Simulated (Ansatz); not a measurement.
**ScCuO2: pressure −1 GPa**

Base system: ScCuO2 (space group P6_3/mmc, No. 194; a = 3.203 Å, c = 11.284 Å).

Modification: a negative pressure, −1 GPa.

Calculations: PBEsol, PAW, 420 eV (Ansatz, a program for electronic structure; no spin-orbit coupling). Settings: 12×12×3 k-points, 0.05 eV Fermi–Dirac smearing.

| quantity | base | changed | shift |
|---|---|---|---|
| volume per atom | 12.53 Å³ | 12.62 Å³ | +0.09 Å³ |
| density | 4.65 g/cm³ | 4.62 g/cm³ | -0.03 g/cm³ |
| lattice parameter a | 320.3 pm | 321.3 pm | +1.0 pm |
| c/a ratio | 3.523 | 3.515 | -0.008 |
| shortest interatomic distance | 181.1 pm | 181.4 pm | +0.3 pm |
| enthalpy H = E + PV relative to the base's energy | – | -0.08 eV/atom | – |
| band gap | 2.33 eV | 2.33 eV | 0.00 eV |
| gap character | direct at M | direct at M | – |
| width of the top valence band | 0.60 eV | 0.59 eV | -0.01 eV |

Final structure:

```
ScCuO2
1.0
    3.21301     0.00000     0.00000
   -1.60650     2.78254     0.00000
    0.00000     0.00000    11.29365
Cu Sc O
2 2 4
Direct
  0.33333   0.66667   0.25000
  0.66667   0.33333   0.75000
  0.00000   0.00000   0.00000
  0.00000   0.00000   0.50000
  0.33333   0.66667   0.08935
  0.66667   0.33333   0.58935
  0.33333   0.66667   0.41065
  0.66667   0.33333   0.91065
```

Load acts through the strain it causes; cell and atoms are relaxed under it. Stability against distortions was not tested. No Hubbard U is applied. The final runs are not spin-polarised.
